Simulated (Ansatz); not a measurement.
An Ansatz (an electronic-structure program) run: TiAl with a change (uniaxial strain ε_xx = +0.50 %); Kohn–Sham DFT with the r2SCAN functional, run in Ansatz with PAW and 500 eV plane waves, without spin-orbit coupling.

Input:

Ansatz 0.2 input:
```yaml
crystal:
  lattice:
    - [2.8267726279, 0, 0]
    - [0, 2.8127090825, 0]
    - [0, 0, 4.0616035045]
  atoms:
    - { symbol: Ti, position: [0, 0, 0] }
    - { symbol: Al, position: [0.5, 0.5, 0.5] }
basis: { ecutwfc: 500, ecutrho_ratio: 4, xc_grid: 4, fft_grid_basis: typed }
kpoints: { mp_grid: { grid: [20, 20, 14] } }
hamiltonian:
  xc: r2scan
  dispersion: none
  pseudopotentials: { kind: paw }
scf: { occupations: { method: fermi_dirac, width: 0.1 }, convergence: { dr2_threshold: 0.0000000002 } }
relax: { f_tol: 0.005, max_steps: 50 }
output: { forces: true, stress: true }
checkpoint: { write: state.ck, write_every: 1000 }
```

Output (explanatory and most iteration lines left out):

```
Relaxation: its limit of steps is 50 (relax.max_steps)
Pseudopotential: Ti, paw, valence charge 12
Pseudopotential: Al, paw, valence charge 3
Crystal: 2 atoms, lattice volume = 32.293 Å³
Basis set: ecut = 500 eV, 823 PW (Γ), exchange–correlation on 96×96×120 points (64 copies of the dense FFT grid, shifted against one another)
Bands: 12, of which v1, the nominal top of the filled ones, is band 8 counted from 1 (7 counted from 0)
Symmetry: 8 space group operations
Space group: Pmmm (ITA 47), of the structure as read, at distance tolerance 3.2e-5 Å
k-points: 968 of 5600
Functional: x = r2scan, c = r2scan; τ floored in thin density (d = 2e-4 eV/Å³)
SCF iter   1: F=—  HF=-3045.680662 eV  |F-HF|=—  |Δ(HF+E_count)|=         —  Δρ=1.16e-2  dr2=3.78e-2  dr2_τ=1.84e-2  ethr=1.77e-3  ⟨swp⟩=5.0  Hψ=58924  notcnv=0
SCF iter   2: F=—  HF=-3045.710607 eV  |F-HF|=—  |Δ(HF+E_count)|=   2.99e-2  Δρ=3.90e-3  dr2=3.22e-3  dr2_τ=6.07e-4  ethr=2.52e-4  ⟨swp⟩=2.5  Hψ=29348  notcnv=0
SCF 1 converged in 9 iterations: F = -3045.711331 eV  dr2 = 4.49e-12
relax step   1: F+E_penalty+E_count = -3045.71133082 eV  Δ(F+E_penalty+E_count) = +0.000e0 eV  max|allowed force component| = 3.081e-32 eV/Å  Δτ_max = 0.0000 Å  (9 SCF iters, accepted)
Crystal: 2 atoms, lattice volume = 32.293 Å³
SCF iter   1: F=—  HF=-3045.711331 eV  |F-HF|=—  |Δ(HF+E_count)|=         —  Δρ=1.47e-7  dr2=4.49e-12  dr2_τ=4.93e-13  ethr=1.00e-12  ⟨swp⟩=1.3  Hψ=63519  notcnv=0
SCF iter   2: F=-3045.711331 eV  HF=-3045.711331 eV  |F-HF|=0.00e0  |Δ(HF+E_count)|=  9.09e-13  Δρ=7.69e-8  dr2=1.08e-12  dr2_τ=9.06e-14  ethr=1.00e-12  ⟨swp⟩=2.8  Hψ=24892  notcnv=0
SCF 2 converged in 2 iterations: F = -3045.711331 eV  dr2 = 1.08e-12
SCF converged after 2 iterations
Free energy (F): -3045.711331 eV
Internal energy: -3045.658687 eV  (E = F + TS)
E sigma→0 (E₀):  -3045.685009 eV
Entropy (-TS):   -0.052644 eV (-26.322 meV/atom)
Fermi energy:    11.054784 eV
--- Forces (eV/Å), atoms counted from 1 ---
  atom   1  Ti    -0.00000000     0.00000000     0.00000000
  atom   2  Al     0.00000000     0.00000000     0.00000000
--- Stress (GPa, compression-positive) ---
       -1.052533       0.000000       0.000000
        0.000000      -0.299457       0.000000
        0.000000       0.000000      -0.434143
  P = ⅓ Tr σ = -0.5954 GPa (-5.954 kbar)
--- Relaxed structure (1 steps of the walk, 1 accepted, 0 SCFs on fresh bases) ---
  atoms:
    - { symbol: Ti, position: [0.0, 0.0, 0.0] }
    - { symbol: Al, position: [0.5, 0.49999999999999994, 0.49999999999999994] }
```

No phonon test of stability was made. The final runs are not spin-polarised. The cell was made from TiAl (space group P4/mmm, No. 123) by this change: uniaxial strain ε_xx = +0.50 %.
